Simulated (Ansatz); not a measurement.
```
AlN
1.0
    3.08877     0.00000     0.00000
   -1.54438     2.67495     0.00000
    0.00000     0.00000     4.94322
Al N
2 2
Cartesian
  1.54438   0.89165   0.01775
  0.00000   1.78330   2.48936
  1.54438   0.89165   3.07275
  0.00000   1.78330   0.60114
```

### Question
Give the diagonal Born effective charges atom by atom and the electronic dielectric tensor from linear response, DFT at the LDA level (Ansatz, an electronic-structure program).

### Answer
| atom | Z*xx | Z*yy | Z*zz |
|---|---|---|---|
| Al1 | 2.53 | 2.53 | 2.69 |
| Al2 | 2.53 | 2.53 | 2.69 |
| N3 | -2.53 | -2.53 | -2.69 |
| N4 | -2.53 | -2.53 | -2.69 |

ε∞ diagonal: 4.40, 4.40, 4.62.
